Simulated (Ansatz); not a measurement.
**Functionals side by side, with their cost (level): SnSe (Pnma, 8 atoms in the cell)**

Cell: a = 11.3798 Å, b = 4.0256 Å, c = 4.5862 Å, α = 90.00°, β = 90.00°, γ = 90.00°.

Program: Ansatz (a first-principles code), PAW files made with PBE; each row names its functional.

Base settings: basis.ecutwfc = 420 eV; kpoints.mp_grid.grid = 1 3 3; kpoints.mp_grid.shift = 0.5 0.5 0.5; hamiltonian.xc = pbe0; hamiltonian.pseudopotentials = {kind: paw} (the program's default PAW files); scf.occupations.method = fixed.

Differences are taken from PBE0, a reference of convenience: it is no measurement, and no ranking of the functionals follows.

Core times come from one kind of shared machine and are given to one figure; runs under 30 s give none.

The starting cell comes from a database of computed structures (which also holds hypothetical and non-ambient phases and stackings), without a prior relaxation at this level. Its lattice was rescaled by a random factor within 2.5 % of one. In the base run, with a pressure of about 3 GPa the cell is away from its equilibrium volume at this level. Ansatz's pressure includes its estimate of the finite-basis (Pulay) stress. Another mesh or the band path of this cell gives a smaller gap, so this value is not converged in the mesh.

```
level  gap on the mesh less reference (eV)  pressure less reference (GPa)  largest difference in the force on any atom (eV/Å)  core time / reference (rough)
-----  -----------------------------------  -----------------------------  --------------------------------------------------  -----------------------------
PBE                                 -1.234                           1.81                                               0.259                              –
HSE06                               -0.667                           0.03                                               0.021                            1.0
PBE0                                 0.000                           0.00                                               0.000                              1
```

Keys are those of Ansatz 0.2.
